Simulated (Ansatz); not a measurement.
Results of LDA (plane waves, PAW; Ansatz, a first-principles code) for Zr2C (model structure, started from the Cu2Sb type, P4/nmm, No. 129, 6 atoms in the cell).

Numerical settings: plane-wave cutoff 520 eV, 12×12×8 k mesh (along the axes of the cell as run), Fermi–Dirac smearing 0.05 eV, scalar-relativistic PAW data made under PBE.

Cell (relaxed at this level):

```cif
data_C2Zr4
_chemical_formula_sum 'Zr4 C2'
_space_group_name_H-M_alt 'P4/nmm :1'
_space_group_IT_number 129
_space_group_name_Hall 'P 4ab 2ab -1ab'
_cell_length_a 3.57341
_cell_length_b 3.57341
_cell_length_c 6.86077
_cell_angle_alpha 90.000
_cell_angle_beta 90.000
_cell_angle_gamma 90.000
loop_
_space_group_symop_operation_xyz
  'x, y, z'
  '-y+1/2, x+1/2, z'
  '-x, -y, z'
  'y+1/2, -x+1/2, z'
  'x+1/2, -y+1/2, -z'
  '-y, -x, -z'
  '-x+1/2, y+1/2, -z'
  'y, x, -z'
  '-x+1/2, -y+1/2, -z'
  'y, -x, -z'
  'x+1/2, y+1/2, -z'
  '-y, x, -z'
  '-x, y, z'
  'y+1/2, x+1/2, z'
  'x, -y, z'
  '-y+1/2, -x+1/2, z'
loop_
_atom_site_label
_atom_site_type_symbol
_atom_site_symmetry_multiplicity
_atom_site_Wyckoff_symbol
_atom_site_fract_x
_atom_site_fract_y
_atom_site_fract_z
_atom_site_occupancy
Zr1 Zr 2 a 0.00000 0.00000 0.00000 1
Zr2 Zr 2 c 0.50000 0.00000 0.36995 1
C1 C 2 c 0.00000 0.50000 0.27112 1
```

Estimate the bulk modulus that the calculation returns.


* **bulk modulus**: 181 GPa

The run finds no gap.

Note: the bulk modulus is −V dP/dV from two relaxed cells at ±2 % in volume; the relaxation could raise the start's symmetry but not lower it, so the cell can be a saddle point.

Computing time: around 11 core-minutes (rough).

A model structure was made by putting elements into a prototype or built by hand; it is no filed structure, need not be a known phase, and can be a saddle point held by its symmetry.
